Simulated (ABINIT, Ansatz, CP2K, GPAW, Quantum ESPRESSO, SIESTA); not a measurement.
Code comparison for PdIn (Pm-3m, 2 atoms in the cell)

Self-consistent single point.

```yaml
crystal:
  lattice:
    - [3.25000, 0.00000, 0.00000]
    - [0.00000, 3.25000, 0.00000]
    - [0.00000, 0.00000, 3.25000]
  atoms:
    - { symbol: In, position: [0.50000, 0.50000, 0.50000] }
    - { symbol: Pd, position: [0.00000, 0.00000, 0.00000] }
```

All programs got the same cell, k-point mesh and kind of occupations (in Ansatz's words: kpoints.mp_grid.grid = 8 8 8; scf.occupations.method = fermi_dirac; scf.occupations.width = 0.0073 Ry); potentials, basis and cutoffs are each program's usual ones.

| code | model | pressure (GPa) | k-points | cutoff |
|---|---|---|---|---|
| SIESTA | GGA PBE, numerical atomic orbitals DZP, PseudoDojo PBE standard norm-conserving potentials (rewritten from UPF to PSML) | 6.06 | 296 | grid 400 Ry |
| ABINIT | PBE, PAW (JTH v2.0 PBE PAW) | 6.33 | 35 | 48 Ry |
| Ansatz | PBE, default PAW files | 6.44 | 35 | 30.9 Ry |
| CP2K | PBE, GPW, DZVP-MOLOPT-SR-GTH basis, GTH-PBE potentials (GTH_POTENTIALS) | 7.91 | 260 | grid 500 Ry |
| GPAW | PBE, GPAW PAW datasets PBE (gpaw-data 1.0.1) | 6.17 | 35 | 600 eV |
| Quantum ESPRESSO | PBE, PseudoDojo stringent norm-conserving (PBE) pseudopotentials | 6.49 | 35 | 85 Ry |

The spread over the programs that give each value: pressure within 1.85 GPa.

The starting cell has typed, rounded lattice constants, without a prior relaxation at this level. On Ansatz's run: Spin polarisation is off. In the base run, with a pressure of about 7 GPa the cell is away from its equilibrium volume at this level.

### Question
Why do the programs differ, and what cannot be compared?

### Answer
Differences of this kind can come from the potentials, where these differ, and from what each basis and cutoff leave unconverged. The valence holds different numbers of electrons (SIESTA 31, ABINIT 31, Ansatz (an electronic-structure program) 31, CP2K 31, GPAW 29, Quantum ESPRESSO 39). The zero of total energies and Fermi levels follows the potentials and each program's conventions, so they are not compared here. SIESTA and CP2K use small atom-centred bases, whose incompleteness enters pressures, forces and empty levels differently from a plane-wave cutoff. Ansatz's pressure is given at a fixed set of plane waves, as the other plane-wave codes print theirs; with its correction for the finite basis it is 6.52 GPa. Ansatz's smearing width was typed in Ry to four decimals, so it matches the others to a few per cent. The programs reduce the same mesh by symmetry to different extents, which changes the work and not the result. In the pressure, CP2K (by 1.53) lies more than 1 GPa from the median of the plane-wave programs.

Left out of this page: Elk and FLEUR (not drawn, or without a comparable value).

Keys are those of Ansatz 0.2.
